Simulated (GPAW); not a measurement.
## Equation of state of antifluorite Be2C (space group 225): energy against volume (GPAW, LDA)

```
CELL_PARAMETERS angstrom
      0.00000     2.08560     2.08560
      2.08560     0.00000     2.08560
      2.08560     2.08560     0.00000
ATOMIC_POSITIONS crystal
  Be 0.25000 0.25000 0.25000
  Be 0.75000 0.75000 0.75000
  C  0.00000 0.00000 0.00000
```

Level of theory: LDA (Perdew-Wang 92), GPAW PAW datasets LDA (gpaw-data 1.0.1) (plane waves; GPAW 25.7.0). Settings: mode = pw; ecut = 1040 eV; xc = LDA; kpts = 13 13 13; mesh shift (steps) = 0 0 0; occupations.name = fermi-dirac; occupations.width = 0.01 eV; nbands = -4; convergence.density = 1e-05 e/electron; convergence.bands = -2; symmetry.symmorphic = false; symmetry.tolerance = 0.0005; maxiter = 150. The cell above is the first row's. The rows scale it uniformly. In all rows fractional positions and the k mesh are held. E is the free energy at the stated smearing, counted from the lowest row.

| V (Å^3/atom) | E (meV/atom) |
|---|---|
| 6.0479 | 31.34 |
| 6.1794 | 16.92 |
| 6.3108 | 7.15 |
| 6.4423 | 1.64 |
| 6.5738 | 0.00 |
| 6.7053 | 1.91 |
| 6.8367 | 7.05 |
| 6.9682 | 15.15 |
| 7.0997 | ? |

Taking the third-order Birch-Murnaghan form, a cubic in V^(-2/3) for E over the 8 complete rows: With u = V^(-2/3) - 0.287, the rows have u = 0.014252, 0.009963, 0.005827, 0.001828, -0.002037, -0.005775, -0.009390, -0.012893. Least squares gives E = 0.408 + 449.29·u + 122218·u² - 101895·u³. Residuals (row less fit): -0.001, 0.005, -0.006, 0.003, -0.001, 0.001, 0.000, 0.000; standard error 0.004 (degrees of freedom: 4). Its minimum lies at u = -0.001834, so V0 = (0.285166)^(-3/2) = 6.567. There d²E/du² = 245600 and d³E/du³ = -611400, so B0 = (4/9) × 6.567^(-7/3) × 245600 × 0.160218 = 217 GPa (the last factor turns the table's units into GPa), and B0' = 4 + (2/3) × 0.285166 × (-611400)/245600 = 3.5. The program's pressures in the fitted runs (not shown) pass through zero at V = 6.56, 0.06 % from this V0.

Estimate the missing E (V = 7.0997); what did the run itself give?

u = -0.016289, so E = 0.408 + 449.29 × (-0.016289) + 122218 × (-0.016289)² - 101895 × (-0.016289)³ = 25.958 meV/atom. The calculation gives 25.95 meV/atom, 0.008 meV/atom below the prediction (under 0.05 % of the range of E in the table). The row lies outside the fitted rows, so this is an extrapolation. From the scatter of the fitted rows alone, a prediction at this place has a standard error of 0.010 meV/atom, so the miss is 0.8 times that.

Carrying the step between the two nearest rows on in a straight line would have given 23.25, off by 2.70; series whose last step already gives the withheld value aren't shown. The scan was laid around a cell of about the measured size, scaled by a guess for this functional. The runs keep the symmetry of the cell, so they don't test it for distortions. Cutoffs and mesh are single choices, not tested for convergence of this quantity. Series with a scatter that would blur these digits, or in which a gap closes, are not shown. Nor are scans whose minimum lies at an end fitted in this form.
